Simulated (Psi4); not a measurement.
Psi4 1.11, unrestricted WB97X/def2-svp: C[CH]NC, charge 0, multiplicity 2, 12 atoms. The geometry is a generated start, not checked to be a minimum at this level.

```json
{
  "task": "energy",
  "method": "wb97x",
  "basis": "def2-svp",
  "memory": "3 GB",
  "maxiter": "100",
  "keys_of_the_molecule_block": "symmetry c1",
  "scf_type": "df (default)",
  "diis_max_vecs": "10 (default)",
  "e_convergence": "1e-06 (default)",
  "d_convergence": "1e-06 (default)",
  "dft_radial_points": "75 (default)",
  "dft_spherical_points": "302 (default)",
  "basis_functions": "96",
  "grid_points": "256269"
}
```

```xyz
12

C      1.3598     0.6860     0.2571
C      0.7620    -0.2796    -0.6985
N     -0.5827    -0.6447    -0.7022
C     -1.5090    -0.1191     0.2682
H      1.8922     0.1758     1.0763
H      2.0945     1.3140    -0.2491
H      0.6102     1.3331     0.7044
H      1.4135    -0.9282    -1.2546
H     -0.7481    -1.6149    -0.9423
H     -1.2553    -0.3874     1.3036
H     -2.5038    -0.5026     0.0471
H     -1.5334     0.9676     0.1901
```

Charge 0 and multiplicity 2 are set for this test and not shown to be the ground state.

With the defaults (damping_percentage = 0, diis = true, scf_initial_accelerator = adiis, guess = auto, which took SAD, soscf = false, soscf_start_convergence = 0.01, level_shift = 0, level_shift_cutoff = 0.01, diis_start = 1) it converges in 10 SCF iterations. One run each on 2 threads, with these changes:
- guess = sap
- level_shift = 0.1, level_shift_cutoff = 0.001
- damping_percentage = 60, diis = false, scf_initial_accelerator = none
- soscf = true
- soscf = true, soscf_start_convergence = 0.1
- guess = sadno
- diis_start = 4
- damping_percentage = 60
- damping_percentage = 20

**Question.** Which runs fail or end elsewhere than the default run?

**Answer.** No convergence: damping_percentage = 60; damping_percentage = 60, diis = false, scf_initial_accelerator = none (the run ends without SCF convergence in 100 iterations). The rest reach the solution of the defaults.

| setting | SCF iterations | JK calls | end |
|---|---|---|---|
| soscf = true | 6 | 22 | same solution |
| soscf = true, soscf_start_convergence = 0.1 | 6 | 22 | same solution |
| the defaults | 10 | 11 | same solution |
| guess = sadno | 10 | 10 | same solution |
| guess = sap | 10 | 10 | same solution |
| level_shift = 0.1, level_shift_cutoff = 0.001 | 10 | 11 | same solution |
| diis_start = 4 | 10 | 11 | same solution |
| damping_percentage = 20 | 17 | 18 | same solution |
| damping_percentage = 60 | 100 | 101 | no convergence |
| damping_percentage = 60, diis = false, scf_initial_accelerator = none | 100 | 101 | no convergence |

An SOSCF iteration holds several JK calls; a Hückel guess adds calls on atoms.
